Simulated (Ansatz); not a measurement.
The starting structures come from a database of crystals and need not be the phases stable at ambient conditions.

## Evanescent states of Ba(MgSb)$_{2}$ (P-3m1, not sure to be the ambient phase, 5 atoms a cell, 32.7 Å³ an atom) along the normal of (001)

Computed with r2SCAN (plane waves, PAW; Ansatz, a program for electronic structure).

The gap is the functional's own. No spin-orbit coupling. Mid-gap values are interpolated on the energy grid.

Energies count from the valence-band top; κ is the least over a 12×12 mesh across the current.

```json
[
 {"E (eV)": "0.04", "κ (1/Å)": "0.060", "where": "Γ"},
 {"E (eV)": "0.12", "κ (1/Å)": "0.076", "where": "Γ"},
 {"E (eV)": "0.20", "κ (1/Å)": "0.087", "where": "Γ"},
 {"E (eV)": "0.28", "κ (1/Å)": "…", "where": "Γ"},
 {"E (eV)": "0.36", "κ (1/Å)": "…", "where": "Γ"},
 {"E (eV)": "0.44", "κ (1/Å)": "…", "where": "Γ"},
 {"E (eV)": "0.52", "κ (1/Å)": "…", "where": "Γ"},
 {"E (eV)": "0.60", "κ (1/Å)": "…", "where": "Γ"},
 {"E (eV)": "0.68", "κ (1/Å)": "…", "where": "Γ"},
 {"E (eV)": "0.76", "κ (1/Å)": "0.125", "where": "Γ"},
 {"E (eV)": "0.84", "κ (1/Å)": "0.126", "where": "Γ"},
 {"E (eV)": "0.92", "κ (1/Å)": "0.127", "where": "Γ"},
 {"E (eV)": "1.00", "κ (1/Å)": "0.127", "where": "Γ"},
 {"E (eV)": "1.08", "κ (1/Å)": "0.126", "where": "Γ"},
 {"E (eV)": "1.16", "κ (1/Å)": "0.125", "where": "Γ"}
]
```

Q: Fill in the missing entries.

A: 
- 0.28, κ (1/Å): 0.097
- 0.36, κ (1/Å): 0.104
- 0.44, κ (1/Å): 0.110
- 0.52, κ (1/Å): 0.115
- 0.60, κ (1/Å): 0.119
- 0.68, κ (1/Å): 0.122
